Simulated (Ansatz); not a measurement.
Data:

End structure of the (10-12) surface of hexagonal WC in its 1x1 cell (cut with top plane W, bottom plane C), outermost plane spacing 0.83 Å in the ideal cut:

```xyz
18
Lattice="2.9221 0.0000 0.0000 0.0000 5.8068 0.0000 0.0000 0.0000 27.0000" Properties=species:S:1:pos:R:3 pbc="T T T"
C      0.0000     2.5492     8.2756
W      1.4610     3.6846     8.9811
C      1.4610     5.7346     9.4380
W      0.0000     1.3498    10.0729
C      0.0000     3.5329    10.6742
W      1.4610     4.9733    11.4444
C      1.4610     1.3189    11.8156
W      0.0000     2.7386    12.6513
C      0.0000     4.9323    13.1008
W      1.4610     0.5483    13.9051
C      1.4610     2.7247    14.3231
W      0.0000     4.1586    15.1505
C      0.0000     0.5094    15.5792
W      1.4610     1.9456    16.3790
C      1.4610     4.1399    16.8202
W      0.0000     5.5611    17.6489
C      0.0000     1.9428    18.0155
W      1.4610     3.3660    18.7248
```

Set-up: 18 atoms, C9W9, 10.8 Å thick at the start; mesh 13x7x1; 0.1 eV smearing; dipole correction on; all atoms relaxed; symmetry of the start imposed; no spin, no spin-orbit, no U.

**Question.** Predict the work function of the top face from PBE (Ansatz, a program for electronic structure).

**Answer.** 4.31 eV
